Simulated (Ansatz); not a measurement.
**Amorphous Si15B15N35**

The cell was made by melting and quenching with the CHGNet potential and then relaxed with DFT. N atoms were pushed apart under 1.9 Å during the dynamics, to hinder bonds among them. The hot cell started wider than the set density and was brought back towards it in steps. It is the lowest in DFT energy of 2 quenches. It is a model cell: composition and starting density were chosen by hand, and all elements were melted together. No dispersion term was used.

Methods: PBE, scalar-relativistic without spin-orbit coupling (Ansatz, a quantum-chemistry and plane-wave program); r2SCAN, scalar-relativistic without spin-orbit coupling (Ansatz); HSE06, scalar-relativistic without spin-orbit coupling (Ansatz). Geometry, pressure, stress and energy are those of the PBE run. Its sampling: a 2×2×2 Γ-centred mesh; Fermi-Dirac width 0.02 eV; no spin polarisation. Other functionals are single points at the zone centre (r2SCAN at 500 eV; exact exchange cut at the cell's faces), free to take moments where seeds were set. At PBE the levels at the filled edge of the gap are localised (band-tail or defect states).

```json
{
  "number_of_atoms_in_the_cell": "65",
  "Density (held, not predicted)": "2.20 g/cm³",
  "volume_per_atom": "12.47 Å³",
  "Pressure on a 2×2×2 Γ-centred mesh": "-3.54 GPa",
  "Largest force and stress component on that mesh (the relaxation ran on the zone centre alone)": "0.12 eV/Å and 6.0 GPa",
  "Energy relative to beta Si3N4 + bulk hexagonal BN (AA') (lowest mix at this level among the phases computed, not always the ambient ones)": "0.451 eV/atom",
  "Level gap on a 2×2×2 Γ-centred mesh (PBE)": "2.64 eV",
  "Level gap at the zone centre (PBE)": "2.69 eV",
  "Level gap at the zone centre (r2SCAN)": "3.08 eV",
  "Level gap at the zone centre (HSE06)": "3.98 eV"
}
```

Bonds are counted up to Si-Si 2.60 Å, Si-B 2.28 Å, Si-N 2.08 Å, B-B 1.97 Å, B-N 1.74 Å, N-N 1.70 Å. Two cations that share two anions don't count as bonded, nor two that share one unless they lie closer than Si-Si 2.38 Å, Si-B 2.09 Å, B-B 1.80 Å.

The mean coordination of Si by anions comes out as 3.80 (3 with 3, 12 with 4) and the mean coordination of B by anions comes out as 3.00 (15 with 3). The mean coordination of N comes out as 2.91 (3 with 2, 32 with 3). The mean Si-N bond is 1.762 Å (spread 0.066 Å, 57 counted) and the mean B-N bond is 1.471 Å (spread 0.026 Å, 45 counted).

Its density started from a set value of 2.20 g/cm³. The quench (nominally 500 K/ps over its main leg) was far faster than any real one, so the model tends to hold more defects than a real film. Values belong to this one cell and scatter from quench to quench. The volume was held where the preparation left it, at a PBE pressure of -3.5 GPa (tension). Stress components on the final sampling reach 6.0 GPa. On a 2×2×2 Γ-centred mesh force components of up to 0.12 eV/Å stay, since the relaxation ran on the zone centre alone.
